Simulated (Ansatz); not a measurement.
SiC: uniaxial strain ε_zz = −2.00 %

Base system: SiC in the zinc blende structure (space group F-43m, No. 216; a = 4.329 Å). Axes: x, y, z lie along the cube axes.

It is then changed as follows: uniaxial strain ε_zz = −2.00 %, all other strain components held at zero; the atoms relax in the strained cell.

Calculations: Ansatz (a program for electronic structure), LDA, PAW, cutoff 420 eV, scalar-relativistic without spin-orbit coupling. Settings: 13×13×13 k-points, 0.05 eV Fermi–Dirac smearing.

| quantity | base | changed | shift |
|---|---|---|---|
| space group | F-43m (No. 216) | I-4m2 (No. 119) | – |
| energy relative to the base (free energy F) | 0 meV/atom | +5.1 meV/atom | +5.1 meV/atom |
| pressure (mean of the normal stresses, compression positive) | 0.00 GPa | 4.79 GPa | +4.79 GPa |
| band gap | 1.30 eV | 1.07 eV | -0.23 eV |
| gap character | – | indirect, Γ → M | – |
| smallest direct gap | 4.53 eV | 4.53 eV | 0.00 eV |
| electron mass | 0.68 mₑ along k, 0.23 mₑ across (at X) | 0.64 mₑ along k, 0.23 mₑ across (at X) | – |
| hole mass | – | 0.40 mₑ along z, 0.58 mₑ across (at Γ) | – |
| valence-band top at Γ (three highest levels, from the VBM) | 0.00, 0.00, 0.00 eV | 0.00, -0.13, -0.13 eV | – |
| valley order (the lowest conduction-band minima on the path, energy above the VBM, named in the base's zone) | X along ⟨100⟩ 1.30 eV | X along [001] 1.07 eV; X along [100] 1.26 eV | – |
| stress (xx, yy, zz, yz, xz, xy; compression positive) | – | (3.10, 3.10, 8.15, 0.00, 0.00, 0.00) GPa | – |

Final structure:

```
SiC
1.0
    0.00000     2.16449     2.12120
    2.16449     0.00000     2.12120
    2.16449     2.16449     0.00000
Si C
1 1
Direct
  0.00000   0.00000   0.00000
  0.25000   0.25000   0.25000
```

Masses are band curvatures over ±0.01 Å⁻¹ around the edge. Along k means along the line from Γ to the band edge. No phonon test of stability was made. Labels are those of the standard path for the cell's own space group.
